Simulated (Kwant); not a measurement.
System: wire with a row of barriers in a InAs two-dimensional gas. Effective mass 0.023 mₑ, grid spacing 3.3 nm, hard walls, nominal width 80 nm (25 grid rows, so walls 85.8 nm apart), one parabolic valley, scattering region 330 nm long along x; energies count from the band bottom; Fermi energy swept from 0.0020436 to 0.024268 eV. 2 barrier(s) across the wire, height 0.21 eV, thickness 6.6 nm (about 2 grid columns), spaced by 52.8 nm.

The device is made up for the run: typed textbook-type constants, with dimensions and the other settings drawn at random.

Model: effective-mass tight-binding model on a square grid, one spin, coherent transport at 0 K (Kwant). Conductance is in e²/h.

Question: How many channels do the leads carry at E = 10.4, 11.1, 12.0 meV?

Answer: The hard-wall thresholds are n² ħ²π²/(2mW²) = n² × 2.22 meV with W = 85.8 nm. √(10.4/2.22) = 2.17, so 2. √(11.1/2.22) = 2.24, so 2. √(12.0/2.22) = 2.32, so 2.
